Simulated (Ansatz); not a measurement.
Consider the following.

End structure of a constructed model of the (111) surface of fcc Pd, a layer of Al in place of the second plane (bottom of the slab: a bare face, its two planes held):

```
CELL_PARAMETERS angstrom
      2.78861     0.00000     0.00000
     -1.39431     2.41501     0.00000
      0.00000     0.00000    27.50000
ATOMIC_POSITIONS crystal
  Pd 0.33333 0.66667 0.29694
  Pd 0.66667 0.33333 0.37973
  Pd 0.00000 0.00000 0.46274
  Pd 0.33333 0.66667 0.54836
  Al 0.66667 0.33333 0.61896
  Pd 0.00000 0.00000 0.68963
```

Model: 6-atom slab, 11.2 Å thick at the start, 15x15x1 mesh, Fermi-Dirac 0.1 eV, dipole correction, 2 atoms held, the rest relaxed; held to the start's symmetry, so lower structures may exist; no spin, no spin-orbit, no U. It is one candidate, not shown to be the stable structure of the face.

### Question
What work function of the top face does PBE run with Ansatz (a program for electronic structure) give?

### Answer
4.36 eV
